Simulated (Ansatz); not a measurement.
Defect: interstitial H in bixbyite In2O3, charge state +1. The step: a concerted move, in which H travels most; the atom moves 1.59 Å along (0.01, -0.01, -0.15) of the unit cell; the moving atom starts with neighbours In at 2.16; O at 0.98, O at 2.03 Å and ends with In at 2.16; O at 0.98, O at 2.03 Å. A PBE band in Ansatz (plane-wave PAW, one k-point at (0.250, 0.250, 0.250), 80 host sites, 32 SCF runs with any check of the saddle's order, static, no finite-size correction) gives a forward barrier of 0.36 eV. The saddle point's order was not checked. The charge state is imposed; whether it is stable for some Fermi level was not computed. Sites that were not tried may lie lower. The start lies 0.64 eV above the lowest site run (PBE).

Single points at the band's start and saddle point can refine it. Rough cost of one point, in units of the band's mean SCF on the same machine:

```
Level                                                   Cost of one point
------------------------------------------------------  -----------------
PBE, a 2×2×2 k-point mesh shifted by half a step                  about 4
r2SCAN at 500 eV, one k-point at (0.250, 0.250, 0.250)            about 3
```

Task: Which of these move the barrier by more than 0.1 eV, and how far does each move it?

Result: Not one does. PBE, a 2×2×2 k-point mesh shifted by half a step: 0.00 eV; r2SCAN at 500 eV, one k-point at (0.250, 0.250, 0.250): +0.06 eV. Each functional is compared with PBE at the same k-points.

Ansatz is a program for electronic structure.
